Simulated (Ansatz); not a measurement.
Base system: TlBiS2 (space group R-3m, No. 166).

```yaml
crystal:
  lattice:
    - [2.04267, 1.17933, 7.23198]
    - [-2.04267, 1.17933, 7.23198]
    - [0.00000, -2.35867, 7.23198]
  atoms:
    - { symbol: Tl, position: [0.50000, 0.50000, 0.50000] }
    - { symbol: Bi, position: [0.00000, 0.00000, 0.00000] }
    - { symbol: S, position: [0.26124, 0.26124, 0.26124] }
    - { symbol: S, position: [0.73876, 0.73876, 0.73876] }
```

Cartesian axes are those of the cell as printed.

Computed with PBEsol, PAW, 420 eV (Ansatz, an electronic-structure program; no spin-orbit coupling).

Strains are applied to the cell and any free atomic positions relax.

One change was made to it. Results:

The band gap increases by 0.024 eV, from 0.15 eV to 0.18 eV; the energy increases by 2.2 meV/atom; the valence-band top at Γ (three highest levels, from the VBM) becomes 0.00, -1.67, -1.72 eV (base: 0.00, -1.78, -1.78 eV); the electron mass changes from 0.071 mₑ along c, 0.14 mₑ across (at Γ) to 0.14 mₑ along x, 0.15 mₑ along y, 0.086 mₑ along z (at Γ).

**Question.** Which change produced these results?
A) uniaxial strain ε_xx = +3.00 %
B) uniaxial strain ε_xx = +1.80 %
C) uniaxial strain ε_xx = +0.60 %

**Answer.** B, uniaxial strain ε_xx = +1.80 %. For comparison, the energy relative to the base in the other runs: uniaxial strain ε_xx = +0.60 % gives +0.3 meV/atom; uniaxial strain ε_xx = +3.00 % gives +6.1 meV/atom.

Spin-orbit coupling, missing from the scalar runs, can matter with Bi and Tl. Effective masses come from finite differences of ±0.01 Å⁻¹. No phonon test of stability was made. The zero or small gap of TlBiS2 can change with the level of theory.
